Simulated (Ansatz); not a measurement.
## HgSe: energy against volume

HgSe (zinc blende, F-43m, 27.859 Å³/atom and stress up to 0.01 GPa in the relaxed cell, cube axes along x, y and z) under an equal strain ε along all three axes. LDA in Ansatz, a plane-wave DFT program (PAW, default set), 420 eV, 9×9×9 Γ-centred mesh, Fermi-Dirac smearing 0.05 eV; ions are relaxed, or left where forces stay under 0.02 eV/Å, within the symmetry of each cell.

Here V stands for volume and E for E less E0.

```
volume (Å³/atom)  E less E0 (meV/atom)  pressure (GPa)
----------------  --------------------  --------------
25.4261                              ?               ?
26.2206                          19.74            4.09
26.6240                          10.90            2.95
27.0315                           4.76            1.89
27.4431                           1.18            0.91
27.8589                           0.00            0.01
28.2789                           1.09           -0.83
28.7031                           4.32           -1.60
29.1315                           9.55           -2.31
29.5641                          16.68           -2.96
```

The 9 complete rows are fitted with the third-order Birch-Murnaghan form, a cubic in V^(-2/3), E against V. With u = V^(-2/3) - 0.1089, the rows have u = 0.0044022, 0.0032548, 0.0021248, 0.0010119, -0.0000845, -0.0011646, -0.0022287, -0.0032771, -0.0043100. Least squares gives E = 0.010 + 181.5·u + 958003·u² + 4297031·u³. Residuals (row less fit): -0.001, 0.002, -0.002, 0.001, -0.002, -0.001, 0.004, -0.002, 0.000; standard error 0.003 (degrees of freedom: 5). Its minimum lies at u = -0.0000948, so V0 = (0.1088052)^(-3/2) = 27.86. There d²E/du² = 1914000 and d³E/du³ = 2.578e7, so B0 = (4/9) × 27.86^(-7/3) × 1914000 × 0.160218 = 57.9 GPa (the last factor turns the table's units into GPa), and B0' = 4 + (2/3) × 0.1088052 × (2.578e7)/1914000 = 5.0. B0' rests on the cubic coefficient alone and has a standard error of 0.1 from these residuals.

Question: What does the fit predict for E at V = 25.4261, and how far is the calculated value from it?

Answer: u = 0.0067503, so E = 0.010 + 181.5 × 0.0067503 + 958003 × 0.0067503² + 4297031 × 0.0067503³ = 46.210 meV/atom. The calculation gives 46.21 meV/atom, which the fit meets to the printed digits. The row lies outside the fitted rows, so this is an extrapolation. The scatter of the fitted rows lies at the last printed digit.

This level leaves no gap over 0.05 eV at strain -3.00, -2.00, -1.50, -1.00, -0.50, 0.00, 0.50, 1.00, 1.50, 2.00 %. Spin-orbit coupling is left out, which can shift these values for the heavy elements here. Other structures, which can take over under pressure, weren't tried. The same form fitted to the pressure column gives B0' = 5.0; series where the two differ by over 0.4 aren't shown. Rows are the converged runs of the series near zero and its far end, less any whose ions stayed unrelaxed beside relaxed ones; series whose fitted rows scatter by over a few per cent of the range, as at a crossing or softening among them, aren't shown in this form.
